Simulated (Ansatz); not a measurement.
A self-consistent single point of InPd (Pm-3m, 2 atoms in the cell) with Ansatz (an electronic-structure program).

Method of the run: PBE (plane waves, PAW; Ansatz).

The change in words: lattice scaled by 0.98. Reference geometry:
```
CELL_PARAMETERS angstrom
      3.33110     0.00000     0.00000
      0.00000     3.33110     0.00000
      0.00000     0.00000     3.33110
ATOMIC_POSITIONS crystal
  In 0.00000 0.00000 0.00000
  Pd 0.50000 0.50000 0.50000
```

Reference input (self-consistent single point, DFT, PBE, plane waves, default PAW files): basis.ecutwfc = 30.9 Ry; kpoints.mp_grid.grid = 10 10 10; hamiltonian.xc = pbe; hamiltonian.pseudopotentials = {kind: paw} (the program's default PAW files); scf.occupations.method = gaussian; scf.occupations.width = 0.02 Ry. This run's input differs from it in these lines:

```diff
@@ -3,5 +3,5 @@
   lattice:
-    - [3.331101, 0.000000, 0.000000]
-    - [0.000000, 3.331101, 0.000000]
-    - [0.000000, 0.000000, 3.331101]
+    - [3.264479, 0.000000, 0.000000]
+    - [0.000000, 3.264479, 0.000000]
+    - [0.000000, 0.000000, 3.264479]
   atoms:
```

Output, abridged:

```
SCF iter   1: F=—  HF=-12571.665644 eV  |F-HF|=—  |Δ(HF+E_count)|=         —  Δρ=1.43e-3  dr2=5.78e-4  ethr=1.77e-3  ⟨swp⟩=4.9  Hψ=4758  notcnv=0
all-band conjugate gradients solve this SCF's bands
preconditioner: auto → none
SCF iter   2: F=—  HF=-12571.666148 eV  |F-HF|=—  |Δ(HF+E_count)|=   5.04e-4  Δρ=9.02e-4  dr2=2.88e-4  ethr=1.87e-6  ⟨swp⟩=2.6  Hψ=2293  notcnv=0
SCF iter   3: F=—  HF=-12571.666156 eV  |F-HF|=—  |Δ(HF+E_count)|=   8.04e-6  Δρ=2.32e-4  dr2=1.11e-5  ethr=9.28e-7  ⟨swp⟩=2.0  Hψ=1447  notcnv=0
SCF iter   4: F=—  HF=-12571.666166 eV  |F-HF|=—  |Δ(HF+E_count)|=   9.44e-6  Δρ=4.31e-5  dr2=4.00e-7  ethr=3.58e-8  ⟨swp⟩=2.2  Hψ=1932  notcnv=0
iter 5 did not close the SCF: its close was put off for the readings that it lacked (scf_convergence_deferred on its scf_iter line)
SCF iter   5: F=-12571.666166 eV  HF=-12571.666166 eV  |F-HF|=4.87e-9  |Δ(HF+E_count)|=   9.57e-9  Δρ=6.16e-6  dr2=5.04e-9  ethr=1.29e-9  ⟨swp⟩=2.0  Hψ=1364  notcnv=0
SCF iter   6: F=-12571.666166 eV  HF=-12571.666166 eV  |F-HF|=1.11e-10  |Δ(HF+E_count)|=   5.92e-9  Δρ=1.72e-6  dr2=5.39e-10  ethr=1.63e-11  ⟨swp⟩=2.9  Hψ=3869  notcnv=0
SCF 1 converged in 6 iterations: F = -12571.666166 eV  dr2 = 5.39e-10
Free energy (F): -12571.666166 eV
Internal energy: -12571.639768 eV  (E = F + TS)
E sigma→0 (E₀):  -12571.652967 eV
Entropy (-TS):   -0.026398 eV (-13.199 meV/atom)
Fermi energy:    16.994859 eV
--- Forces (eV/Å), atoms counted from 1 ---
  atom   1  In    -0.00000000    -0.00000000     0.00000000
  atom   2  Pd     0.00000000     0.00000000    -0.00000000
--- Stress (GPa, compression-positive) ---
        4.805163       0.000000       0.000000
        0.000000       4.805163       0.000000
        0.000000       0.000000       4.805163
  P = ⅓ Tr σ = 4.8052 GPa (48.052 kbar)
  The stress holds the Pulay correction. Without it, at fixed plane waves, as pw.x and ABINIT print it: P = 4.7244 GPa
```

The run converged in 6 iterations. Against the reference run the free energy goes up by 7.1 meV/atom and the pressure goes from -2.26 to 4.81 GPa.

The starting cell comes from a database of computed structures (which also holds hypothetical and non-ambient phases and stackings), without a prior relaxation at this level. Its lattice was rescaled by a random factor within 2.5 % of one. For this run, on top of that: lattice scaled by 0.98. Spin polarisation is off. With a pressure of about 5 GPa the cell is away from its equilibrium volume at this level. Ansatz's pressure includes its estimate of the finite-basis (Pulay) stress.

Keys are those of Ansatz 0.2.
